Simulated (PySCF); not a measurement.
PySCF 2.14.0, PBE0/def2-svp, df: all-trans C5H12 (CCCCC), 17 atoms. The geometry is a generated start, not checked to be a minimum at this level.

```
Quantity                      Result
-------------------  ---------------
task                          energy
method                          pbe0
basis                       def2-svp
two-electron scheme  density fitting
mol.max_memory               3000 MB
mf.init_guess        minao (default)
mf.DIIS              CDIIS (default)
mf.diis_space            8 (default)
mf.conv_tol          1e-09 (default)
mf.grids.level           3 (default)
basis functions                  130
grid points                   188288
```

Machine: one whole node, Arm Neoverse V2, 96 cores on 1 socket, no SMT, 1 L3 cache group.

Times are wall-clock medians of two to five runs, from launch to exit, with nothing else on the machine. Processes are pinned to neighbouring cores unless said otherwise. The times hold for this build (PyPI wheel: OpenMP (GNU), a bundled serial OpenBLAS 0.3.3 under its C layer, NumPy's threaded OpenBLAS held to generic ARMv8 kernels, libcint, Libxc). Scratch files lie in a memory file system. This build's BLAS runs threads of its own beside OpenMP's, on the same cores; «BLAS threads» counts them.

Started as
```bash
OMP_NUM_THREADS=32 OPENBLAS_NUM_THREADS=1 python -u run.py
```
(32 threads, 1 BLAS thread) it takes 1.6 s and 10 Fock builds (products with the orbital Hessian counted alike).

What happens to the run time with 32 threads, 32 BLAS threads?

About 4.1 s (3 runs within 7 %): 2.6× as long. The largest move is in the rest of the SCF (diagonalisation, DIIS, set-up): 0.064 s to 1.9 s. The slower run has 32 BLAS threads beside the program's own on the same cores, and burns 4.7 times the CPU time. Change in the result: energy equal as printed.
